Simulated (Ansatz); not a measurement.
Levels about the gap of amorphous Si$_{24}$O$_{48}$La (73 atoms in a cell of 1110 Å³, 2.37 g/cm³; zone centre alone, so wide bands show as single levels with stretches between that a denser mesh fills), at the geometry that PBE relaxed, where it gives 2.0 GPa on a denser mesh. The participation number counts the atoms over which a state spreads; weights are charges in smoothed Voronoi cells. The levels come from a single point, so bond lengths are those of that geometry. Method of the levels: PBE, scalar-relativistic without spin-orbit coupling (Ansatz, an electronic-structure program). Sampling: the zone centre alone; Fermi-Dirac width 0.02 eV; collinear spin, started from a total moment of 1 μB (at the end a net moment of 1.0 μB). The usual formal charges leave 3 electrons over, so the level spacing at the Fermi energy parts defect or band states and needn't be the band gap. In the spin-polarised cell the level spacing at the Fermi energy can part levels of unlike spin. At PBE the levels at both edges of the gap are localised (band-tail or defect states), and the nearest spread-out levels lie 5.7 eV apart at the zone centre.

The cell was made by melting and quenching with the CHGNet potential and then relaxed with DFT. O atoms were pushed apart under 1.9 Å during the dynamics, to hinder bonds among them. The hot cell started wider than the set density and was brought back towards it in steps. It is the lowest in DFT energy of 2 quenches. It is a model cell: composition and starting density were chosen by hand, and all elements were melted together. No dispersion term was used. Its density started from a set value of 2.37 and ended at 2.37 g/cm³. The simulated quench (nominally 320 K/ps over its main leg) is rapid and tends to freeze in more defects than a deposited or slowly cooled glass has. One small periodic cell is one sample of the glass; other quenches scatter about these values. The volume was held where the preparation left it and the shape relaxed, at a PBE pressure of 2.0 GPa. Stress components on the final sampling reach 2.6 GPa. Cycles of charging lowered its energy after that relaxation.

| E - E(highest filled), eV | filling | spin | participation number | largest on | weight O | weight La | weight Si |
|---|---|---|---|---|---|---|---|
| -1.55 | filled | up | 6.1 | O, 2 neighbours | 0.94 | 0.02 | 0.04 |
| -1.54 | filled | dn | 6.0 | O, 2 neighbours | 0.94 | 0.02 | 0.04 |
| -1.47 | filled | up | 4.4 | O, 2 neighbours | 0.92 | 0.04 | 0.04 |
| -1.45 | filled | dn | 4.4 | O, 2 neighbours | 0.92 | 0.04 | 0.04 |
| -0.92 | filled | up | 8.1 | Si, 4 neighbours | 0.56 | 0.00 | 0.44 |
| -0.91 | filled | dn | 8.0 | Si, 4 neighbours | 0.56 | 0.00 | 0.43 |
| 0.00 | filled | up | 3.6 | Si, 3 neighbours | 0.41 | 0.06 | 0.53 |
| 1.71 | empty | dn | 3.6 | Si, 3 neighbours | 0.37 | 0.09 | 0.54 |
| 3.74 | empty | up | 2.2 | La, 4 neighbours | 0.26 | 0.67 | 0.06 |
| 3.76 | empty | dn | 1.9 | La, 4 neighbours | 0.22 | 0.73 | 0.05 |
| 3.77 | empty | up | 1.4 | La, 4 neighbours | 0.12 | 0.85 | 0.03 |
| 3.80 | empty | dn | 1.3 | La, 4 neighbours | 0.09 | 0.89 | 0.02 |
| 3.83 | empty | up | 1.5 | La, 4 neighbours | 0.14 | 0.82 | 0.03 |
| 3.84 | empty | up | 1.2 | La, 4 neighbours | 0.06 | 0.93 | 0.01 |

Most localised among these is the empty level at +3.84 eV, on a La atom, which has 4 neighbours (O 2.19 Å, O 2.22 Å, O 2.25 Å, O 2.99 Å).
